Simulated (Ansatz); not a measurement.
## Re3Pd (space group P6_3/mmc, No. 194; a cell from a computed database, its experimental status unchecked)

Space group P6₃/mmc (No. 194); a = b = 5.499 Å, c = 4.393 Å, α = β = 90.00°, γ = 120.00°

```tsv
atom	site	symmetry	x	y	z
Re	6h	mm2	0.1605	0.3211	0.2500
Pd	2d	-6m2	0.6667	0.3333	0.2500
```

The values are results of DFT with PBEsol, PAW potentials and a 420 eV plane-wave cutoff in Ansatz (a quantum-chemistry and plane-wave program), scalar-relativistic without spin-orbit coupling, not measurements. Settings: 10×10×11 k-points, 0.05 eV Fermi–Dirac smearing.

```json
{
 "volume_per_atom": "14.38 Å³",
 "density": "19.20 g/cm³",
 "band_gap": "zero",
 "total_energy": "-9779.682 eV/atom (σ→0; compares only within this code and set-up)"
}
```

Whether these cells are dynamically stable was not tested. All final runs are without spin polarisation.
